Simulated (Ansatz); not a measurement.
Calculation: PBE (plane waves to 420 eV, PAW; Ansatz, a quantum-chemistry and plane-wave program).

Plane-averaged electrostatic potential energy along the normal, in eV from the Fermi level, for a constructed model of the (111) surface of fcc Cu, a pseudomorphic layer of Si in the host's stacking (bottom of the slab: a bare face, its two planes held):

(z (Å), V (eV)): (3.77, 4.81); (4.06, 4.81); (4.35, 4.81); (4.64, 4.81); (4.93, 4.80); (5.22, 4.79); (5.51, 4.77); (5.80, 4.73); (6.09, 4.64); (6.38, 4.45); (6.67, 4.04); (6.96, 3.19); (7.25, 1.34); (7.54, -3.95); (7.83, -12.08); (8.12, -16.69); (8.41, -15.88); (8.70, -9.86); (8.99, -2.31); (9.28, 0.15); (9.57, -2.86); (9.86, -10.63); (10.15, -16.34); (10.44, -16.77); (10.73, -11.83); (11.02, -3.91); (11.31, -0.01); (11.60, -1.73); (11.89, -8.94); (12.18, -15.58); (12.47, -17.14); (12.76, -13.28); (13.05, -5.45); (13.34, -0.27); (13.63, -0.75); (13.92, -6.95); (14.21, -14.38); (14.50, -17.22); (14.79, -14.62); (15.08, -7.32); (15.37, -0.89); (15.66, -0.19); (15.95, -5.16); (16.24, -13.03); (16.53, -17.08); (16.82, -15.71); (17.11, -9.21); (17.40, -1.87); (17.69, 0.12); (17.98, -3.20); (18.27, -11.13); (18.56, -16.75); (18.85, -17.05); (19.14, -12.07); (19.43, -4.49); (19.72, -1.55); (20.01, -4.19); (20.30, -11.56); (20.59, -18.38); (20.88, -19.78); (21.17, -14.88); (21.46, -6.63); (21.75, -0.75); (22.04, 2.01); (22.33, 3.30); (22.62, 3.88); (22.91, 4.13); (23.20, 4.24); (23.49, 4.29); (23.78, 4.31); (24.07, 4.32); (24.36, 4.33); (24.65, 4.33); (24.94, 4.33); (25.23, 4.33)

Slab: 7 atoms, 12.6 Å thick at the start with caps and adatoms (thin: gaps and levels are the slab's own); k 17x17x1, smearing 0.1 eV, dipole-corrected; 2 atoms held, the rest relaxed; symmetry of the start imposed; no spin, no spin-orbit, no U. In PBE it is, or lies within 0.01 eV a 1x1 cell of, the lowest of the 2 structures of its composition computed so far; subsurface sites and larger cells were not tried.

The surface cell has an area of 5.71 Å². What dipole along the normal does the step between the two vacuum levels imply?

the top vacuum level lies 0.48 eV below the bottom one; p = −ε₀ A ΔV (ε₀ = 0.005526 e/(V·Å)) gives 0.02 e·Å a cell.
